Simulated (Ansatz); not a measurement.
# Response to strain in Be

Take Be in the hcp (Mg type) structure (space group P6_3/mmc, No. 194; a = 2.2552 Å, c = 3.5580 Å; relaxed with 0.1 eV smearing) as the base. Axes: x lies along a and z along c of the hexagonal cell.

Strains are applied to the cell and any free atomic positions relax.

Computed with PBEsol (Ansatz, a quantum-chemistry and plane-wave program; PAW; 420 eV plane waves; no spin-orbit coupling).

Notes on the quantities. energy relative to the base: free energy F; pressure: mean of the normal stresses, compression positive.

```csv
case,energy relative to the base,pressure,shortest interatomic distance
base,0 meV/atom,0.0 GPa,2.205 Å
tensor shear ε_xz = +1.43 %,+3.4 meV/atom,0.1 GPa,2.179 Å
tensor shear ε_xz = +0.29 %,+0.1 meV/atom,0.0 GPa,2.199 Å
tensor shear ε_xz = +0.57 %,+0.5 meV/atom,0.0 GPa,2.194 Å
tensor shear ε_xz = +1.14 %,[?],0.0 GPa,[?]
tensor shear ε_xz = +2.00 %,+6.6 meV/atom,0.1 GPa,2.170 Å
tensor shear ε_xz = +0.86 %,+1.2 meV/atom,0.0 GPa,2.189 Å
tensor shear ε_xz = +1.71 %,+4.8 meV/atom,0.1 GPa,2.174 Å
```

Problem. Some entries are withheld; estimate them.

Solution. 
- tensor shear ε_xz = +1.14 %, energy relative to the base: +2.1 meV/atom
- tensor shear ε_xz = +1.14 %, shortest interatomic distance: 2.184 Å

No phonon test of stability was made.
